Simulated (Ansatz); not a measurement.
A (8,0) carbon nanotube, stretched and compressed along its axis from its relaxed period of 4.267 Å, atoms relaxed at each length.

Method: PBE (plane waves to 420 eV, PAW; Ansatz, a program for electronic structure). Mesh 1×1×18. No spin polarisation. One-dimensional cell, images about 11 Å apart. An idealised model, rolled from the flat sheet. Symmetry and one short period hold its shape; lower forms weren't sought. Buckling under compression is shut out by symmetry and the short period. Energies are free energies at a Fermi–Dirac width of 0.05 eV, from the unstrained cell.

| strain (%) | energy (meV a period) | axial force (nN) | PBE gap (eV) |
|---|---|---|---|
| -3.0 | +830 | -21.22 | 0.74 |
| -1.5 | +203 | -10.28 | 0.66 |
| 0.0 | 0 | +0.02 | 0.58 |
| +1.5 | +196 | +9.68 | 0.51 |
| +3.0 | +764 | +18.65 | 0.43 |
| +6.0 | +2907 | +34.49 | 0.29 |

The slope of the force at zero strain is 670 nN.
